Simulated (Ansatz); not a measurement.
Pt (model structure, started from the simple cubic type, Pm-3m, No. 221, 1 atoms in the cell): lattice parameter a by level of theory

No measured value is used here.

```csv
level (code),value (Å)
LDA (Ansatz),2.569
PBE (Ansatz),2.624
PBEsol (Ansatz),2.587
r²SCAN (Ansatz),2.604
```

The crystal itself was run without spin with LDA, PBE, PBEsol, r²SCAN; a magnetic state was not tried in these runs. Density-functional levels without +SOC have no spin–orbit coupling. Cutoffs differ between the levels. Ansatz's density-functional and Hartree–Fock values are scalar-relativistic unless marked +SOC, with PAW data made under PBE.

A model structure was made by putting elements into a prototype or built by hand; it is no filed structure, need not be a known phase, and can be a saddle point held by its symmetry.

Ansatz is a quantum-chemistry and plane-wave program.
